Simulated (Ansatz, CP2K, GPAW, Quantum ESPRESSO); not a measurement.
## Code comparison for CoGe (P2_13, 8 atoms in the cell)

Self-consistent single point.

```xyz
8
Lattice="4.5795 0.0000 0.0000 0.0000 4.5795 0.0000 0.0000 0.0000 4.5795" Properties=species:S:1:pos:R:3 pbc="T T T"
Co     0.6266     0.6266     0.6266
Co     1.6631     3.9529     2.9163
Co     2.9163     1.6631     3.9529
Co     3.9529     2.9163     1.6631
Ge     3.8459     3.8459     3.8459
Ge     3.0233     0.7336     1.5561
Ge     1.5561     3.0233     0.7336
Ge     0.7336     1.5561     3.0233
```

Shared settings, as Ansatz (a quantum-chemistry and plane-wave program) writes them: kpoints.mp_grid.grid = 5 5 5; scf.occupations.method = gaussian; scf.occupations.width = 0.1 eV. Potentials and cutoffs stand in the table.

| code | model | pressure (GPa) | largest force (eV/Å) | cutoff |
|---|---|---|---|---|
| Ansatz | LDA (PW92), default PAW files made with PBE | -6.95 | 0.077 | 420 eV |
| CP2K | LDA (Pade form), GPW, DZVP-MOLOPT-SR-GTH basis, GTH-PADE potentials (GTH_POTENTIALS) | -6.88 | 0.120 | grid 600 Ry |
| GPAW | LDA (Perdew-Wang 92), GPAW PAW datasets LDA (gpaw-data 1.0.1) | -6.05 | 0.063 | 850 eV |
| Quantum ESPRESSO | LDA (PZ), PSlibrary PAW (LDA) pseudopotentials | -4.65 | 0.035 | 55 Ry |

Size of the force on each atom (eV/Å): Sizes of forces hide their directions.

| code | Co1 | Co2 | Co3 | Co4 | Ge5 | Ge6 | Ge7 | Ge8 |
|---|---|---|---|---|---|---|---|---|
| Ansatz | 0.070 | 0.070 | 0.070 | 0.070 | 0.077 | 0.077 | 0.077 | 0.077 |
| CP2K | 0.099 | 0.099 | 0.099 | 0.099 | 0.120 | 0.120 | 0.120 | 0.120 |
| GPAW | 0.047 | 0.047 | 0.047 | 0.047 | 0.063 | 0.063 | 0.063 | 0.063 |
| Quantum ESPRESSO | 0.003 | 0.003 | 0.003 | 0.003 | 0.035 | 0.035 | 0.035 | 0.035 |

On Ansatz's run: spin polarisation is off.

The spread over the programs that give each value: pressure within 2.30 GPa; largest force within 0.085 eV/Å.

CP2K uses small atom-centred bases, whose incompleteness enters pressures, forces and empty levels differently from a plane-wave cutoff. Ansatz's pressure is given at a fixed set of plane waves, as the other plane-wave codes print theirs; with its correction for the finite basis it is -6.81 GPa. The same LDA comes in different parametrisations, which differ slightly. In the pressure, Quantum ESPRESSO (by 1.40) lies more than 1 GPa from the median of the plane-wave programs.

The starting cell comes from a database of computed structures (which also holds hypothetical and non-ambient phases and stackings), without a prior relaxation at this level.

Left out of this page: FLEUR (not drawn, or without a comparable value).

Keys are those of Ansatz 0.2.
